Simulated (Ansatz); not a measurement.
Band structure of LuCuSe₂ (P3m1, 4 atoms in the cell).

```
CELL_PARAMETERS angstrom
      4.09225     0.00000     0.00000
     -2.04613     3.54400     0.00000
      0.00000     0.00000     6.47917
ATOMIC_POSITIONS crystal
  Lu 0.00000 0.00000 0.79851
  Cu 0.66667 0.33333 0.18851
  Se 0.33333 0.66667 0.06490
  Se 0.66667 0.33333 0.56728
```

Method: PBEsol, PAW files made with PBE (plane waves; Ansatz, an electronic-structure program).

Settings: kpoints.mp_grid.grid = 6 6 4; hamiltonian.xc = pbesol; hamiltonian.pseudopotentials = {kind: paw} (the program's default PAW files); scf.occupations.method = fixed; kpoints.band_path.npoints = 8.

The starting cell comes from a database of computed structures (which also holds hypothetical and non-ambient phases and stackings), without a prior relaxation at this level. Its lattice was rescaled by a random factor within 2.5 % of one. Spin-orbit coupling is off.

**Question.** Predict the gap along the standard path and the places of the band edges.

**Answer.** The gap along the path is 0.94 eV, direct at Γ to within 0.01 eV.

Levels in eV from the top of the valence band on the path, bands 35 to 42:
```
point     35     36     37     38    39    40    41    42
-----  -----  -----  -----  -----  ----  ----  ----  ----
Γ      -1.78  -0.09   0.00   0.00  0.94  2.34  2.34  2.34
M      -1.88  -1.76  -1.63  -1.21  1.20  3.43  3.89  4.02
K      -1.88  -1.75  -1.47  -1.24  2.52  3.23  3.29  3.81
A      -1.50  -1.23  -0.42  -0.42  1.38  2.23  2.23  3.43
L      -1.94  -1.79  -0.88  -0.74  1.18  2.57  3.47  3.95
H      -1.90  -1.60  -1.36  -1.21  2.35  2.92  3.18  4.42
```

Keys are those of Ansatz 0.2.
